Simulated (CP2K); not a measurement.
Band structure of Ga2Cu (P4/mmm, 3 atoms in the cell).

```xyz
3
Lattice="2.7994 0.0000 0.0000 0.0000 2.7994 0.0000 0.0000 0.0000 5.8033" Properties=species:S:1:pos:R:3 pbc="T T T"
Ga     1.3997     1.3997     1.6500
Ga     1.3997     1.3997     4.1533
Cu     0.0000     0.0000     0.0000
```

Level of theory: CP2K with LDA (Pade form), GPW, DZVP-MOLOPT-SR-GTH basis, GTH-PADE potentials (GTH_POTENTIALS).

Settings: CUTOFF = 600 Ry; REL_CUTOFF = 60 Ry; SMEAR/METHOD = GAUSSIAN; SIGMA = 0.136 eV; KPOINTS/SCHEME = MACDONALD 8 8 4 0.0625 0.0625 0.125; XC_FUNCTIONAL = PADE; Ga/BASIS_SET = DZVP-MOLOPT-SR-GTH; Ga/POTENTIAL = GTH-PADE-q13; Cu/BASIS_SET = DZVP-MOLOPT-SR-GTH; Cu/POTENTIAL = GTH-PADE-q11; METHOD = GPW; EPS_DEFAULT = 1e-11; EXTRAPOLATION = USE_GUESS; NGRIDS = 5.

The starting cell comes from a database of computed structures (which also holds hypothetical and non-ambient phases and stackings), without a prior relaxation at this level. Spin polarisation is off. Values carry the incompleteness of an atom-centred basis.

Levels in eV from the Fermi level, bands 15 to 20:
| point | 15 | 16 | 17 | 18 | 19 | 20 |
|---|---|---|---|---|---|---|
| Γ | -3.67 | -3.67 | -3.62 | -3.31 | 5.96 | 6.65 |
| X | -3.76 | -3.55 | -2.65 | -2.54 | -2.54 | -1.02 |
| M | -2.94 | -2.33 | -2.33 | -1.89 | 1.16 | 2.42 |
| Z | -3.68 | -3.68 | -3.31 | -1.67 | 0.65 | 7.75 |
| R | -4.17 | -3.76 | -3.71 | -3.55 | -2.29 | 3.48 |
| A | -2.94 | -2.31 | -1.32 | -1.32 | 0.18 | 0.18 |

Bands cross the Fermi level along this path, so the cell is metallic at this level.

Higher empty bands are left out: an atom-centred basis made for the valence describes them poorly.
